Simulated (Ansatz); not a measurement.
A zone-centre phonon calculation of Zr2Ga (I4/mcm, 6 atoms in the cell) with Ansatz (a program for electronic structure).

Computed with LDA (PW92), default PAW files made with PBE (plane waves; Ansatz).

```xyz
6
Lattice="-3.3279 3.3279 2.7281 3.3279 -3.3279 2.7281 3.3279 3.3279 -2.7281" Properties=species:S:1:pos:R:3 pbc="T T T"
Zr     1.0241     4.3520     0.0000
Zr     2.3039    -1.0241     2.7281
Zr     2.3039     1.0241     0.0000
Zr     1.0241     2.3039     2.7281
Ga     0.0000     0.0000     1.3641
Ga     0.0000     0.0000     4.0922
```

Reference input (self-consistent single point, DFT, LDA (PW92), plane waves, default PAW files made with PBE): basis.ecutwfc = 420 eV; kpoints.mp_grid.grid = 7 7 7; hamiltonian.xc = lda; hamiltonian.pseudopotentials = {kind: paw} (the program's default PAW files); scf.occupations.method = gaussian; scf.occupations.width = 0.1 eV. This run's input differs from it in these lines:

```diff
@@ -25,6 +25,6 @@
     width: 0.1
-output:
-  forces: true
-  eigenvalues: true
-  stress: true
+  convergence:
+    dr2_threshold: 1.0e-07 eV
+phonons:
+  method: dfpt
```

Log, with long lists cut:

```
SCF iter   1: F=—  HF=-23726.846918 eV  |F-HF|=—  |Δ(HF+E_count)|=         —  Δρ=6.73e-3  dr2=3.24e-2  ethr=1.77e-3  ⟨swp⟩=5.4  Hψ=30382  notcnv=0
all-band conjugate gradients solve this SCF's bands
preconditioner: auto → Kerker (q_TF=auto, 2.514 Å⁻¹)
SCF iter   2: F=—  HF=-23726.841346 eV  |F-HF|=—  |Δ(HF+E_count)|=   5.57e-3  Δρ=3.67e-3  dr2=1.24e-2  ethr=4.38e-5  ⟨swp⟩=1.1  Hψ=9130  notcnv=0
SCF iter   3: F=—  HF=-23726.839208 eV  |F-HF|=—  |Δ(HF+E_count)|=   2.14e-3  Δρ=1.06e-3  dr2=7.92e-4  ethr=1.67e-5  ⟨swp⟩=2.0  Hψ=11059  notcnv=0
SCF iter   4: F=—  HF=-23726.838306 eV  |F-HF|=—  |Δ(HF+E_count)|=   9.03e-4  Δρ=3.73e-4  dr2=1.42e-4  ethr=1.07e-6  ⟨swp⟩=2.1  Hψ=10842  notcnv=0
SCF iter   5: F=—  HF=-23726.838259 eV  |F-HF|=—  |Δ(HF+E_count)|=   4.67e-5  Δρ=7.75e-5  dr2=3.81e-6  ethr=1.92e-7  ⟨swp⟩=2.0  Hψ=11055  notcnv=0
SCF iter   6: F=—  HF=-23726.838259 eV  |F-HF|=—  |Δ(HF+E_count)|=   4.11e-7  Δρ=1.73e-5  dr2=2.92e-7  ethr=5.14e-9  ⟨swp⟩=2.0  Hψ=12750  notcnv=0
SCF iter   7: F=-23726.838259 eV  HF=-23726.838259 eV  |F-HF|=2.75e-9  |Δ(HF+E_count)|=   7.83e-8  Δρ=3.41e-6  dr2=6.97e-9  ethr=1.35e-10  ⟨swp⟩=11.1  Hψ=45761  notcnv=0
SCF 1 converged in 7 iterations: F = -23726.838259 eV  dr2 = 6.97e-9
DFPT response loops at Γ: preconditioner auto → Kerker (q_TF=auto, 2.514 Å⁻¹) (partly filled bands, converged f_vac=0.000) …
the run's response loops start from zero, take more passes and end by a threshold …
Free energy (F): -23726.838259 eV
Internal energy: -23726.813599 eV  (E = F + TS)
E sigma→0 (E₀):  -23726.825929 eV
Entropy (-TS):   -0.024661 eV (-4.110 meV/atom)
Fermi energy:    13.047169 eV
   [... lines left out ...]
  ASR residual: 2.403e-3 → 0.000e0 eV/Å²; symmetrization residual: 1.502e-6 eV/Å²
  ASR residual per site (eV/Å²): 2.34e-4 2.34e-4 2.34e-4 2.34e-4 2.40e-3 2.40e-3
  Γ frequencies (cm⁻¹): 0.00 0.00 0.00 70.62 78.73 78.73 99.88 99.88 111.18 146.02 148.06 162.05 173.59 182.57 182.57 212.71 212.71 217.10
  non-analytic LO–TO correction: not included (Born effective charges unavailable; polar crystals: no LO–TO splitting at Γ)
```

The run converged in 7 iterations. 

Summary of the result:
- Free energy E − TS (on the zero of these files): -23726.8383 eV
- Fermi level (on the code's own zero): 13.05 eV
- Zone-centre frequencies (cm⁻¹; negative means imaginary): 0, 0, 0, 71, 79, 79, 100, 100, 111, 146, 148, 162, 174, 183, 183, 213, 213, 217

The starting cell comes from a database of computed structures (which also holds hypothetical and non-ambient phases and stackings), without a prior relaxation at this level. Its lattice was rescaled by up to half a per cent.

Cost on one core of a shared machine: roughly 30 min.

Keys are those of Ansatz 0.2.
